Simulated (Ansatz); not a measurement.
## SnSe (model structure, started from the 4H type, P6₃mc, No. 186, 8 atoms in the cell): properties by level of theory

```csv
level (code),lattice constant a (Å),lattice parameter c (Å),enthalpy of formation (eV/atom)
PBE (Ansatz),?,12.082,-0.344
PBEsol (Ansatz),5.023,11.753,?
PBE-D3(BJ) (Ansatz),?,11.874,-0.273
```

### Question
Complete the blanks.

### Answer

- PBE (Ansatz, an electronic-structure program), lattice constant a (Å): 5.116
- PBEsol (Ansatz), enthalpy of formation (eV/atom): -0.267
- PBE-D3(BJ) (Ansatz), lattice constant a (Å): 5.085

Caveats: a distance lies near a switch of the dispersion term, which can move the cell (PBE-D3(BJ)). Ansatz's density-functional and Hartree–Fock values are scalar-relativistic unless marked +SOC, with PAW data made under PBE.

The computed numbers hold no vibrational or temperature effects.

A model structure was made by putting elements into a prototype or built by hand; it is no filed structure, need not be a known phase, and can be a saddle point held by its symmetry.
